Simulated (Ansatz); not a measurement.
Base system: Al2O3 in the corundum structure (space group R-3c, No. 167; a = 4.774 Å, c = 13.015 Å (hexagonal axes)). Axes: x lies along a and z along c of the hexagonal cell.

The values are results of Kohn–Sham DFT with the PBEsol functional, run in Ansatz (a program for electronic structure) with PAW and 420 eV plane waves, without spin-orbit coupling, not measurements.

For the base:

| Property | Result |
|---|---|
| Electron mass | 0.40 mₑ along c, 0.37 mₑ across (at Γ) |
| Band gap | 6.03 eV |

One thing is altered: the cell is stretched by 2.25 % along z with no lateral relaxation; the atoms relax in the strained cell.

Question: What does the calculation give for the energy relative to the base, electron mass and band gap after the change?

Answer: The energy grows by 6.2 meV/atom; the electron mass goes from 0.40 mₑ along c, 0.37 mₑ across (at Γ) to 0.37 mₑ (at Γ); the band gap falls by 0.29 eV to 5.74 eV.

Effective masses come from finite differences of ±0.01 Å⁻¹. Semilocal Kohn–Sham gaps tend to fall short of experiment. Whether these cells are dynamically stable was not tested.
